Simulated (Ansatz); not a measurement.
zinc-blende GaAs: the defect Sn_Ga

Method: PBE, PAW (plane waves to 420 eV; Ansatz, a quantum-chemistry and plane-wave program). Cell: 64 sites, 2×2×2; final energies on a 2×2×2 shifted mesh. Site at the start: the Ga site. Charged cells carry a point-charge image correction with potential alignment at far atoms. Dielectric constants: PBE linear response of the host. Host gap at this level: 0.16 eV. A cell of this size leaves errors of a few tenths of an eV. PBE closes or nearly closes this host's gap, so even the neutral cell can hold carriers in host bands. Spin–orbit coupling is left out, which matters for these heavy elements. Each state is the lowest found from its start.

Formation energies E_f are given with the Fermi level at the valence-band maximum. Chemical conditions: As-rich (Δμ(Ga) = -0.70 eV, Δμ(Sn) = -0.17 eV, bounded by Sn4As3 (R-3m); only phases computed here count, gases as isolated molecules at 0 K). Reference phases: Ga: alpha gallium, Sn: beta tin.

Charges from +1 to −1 were run; one beyond them could lie lower near a band edge.

```json
[
 {"charge": "+1", "moment (μB)": "not spin-polarised", "largest move off a lattice site (Å)": "0.14", "image correction with alignment (eV)": "0.19", "E_f, As-rich (eV)": "-0.12"},
 {"charge": "0*", "moment (μB)": "quenched", "largest move off a lattice site (Å)": "0.15", "image correction with alignment (eV)": "–", "E_f, As-rich (eV)": "–"},
 {"charge": "−1*", "moment (μB)": "not spin-polarised", "largest move off a lattice site (Å)": "0.16", "image correction with alignment (eV)": "–", "E_f, As-rich (eV)": "–"}
]
```

* At this level the carrier isn't localised at the defect: at charge 0 electrons occupy the conduction band; at charge −1 electrons occupy the conduction band. Such a state is shallow or no state of the defect, and this cell gives it no level.

Starting moments that weren't kept: charge 0 began with 1 μB and ended with 0.0.
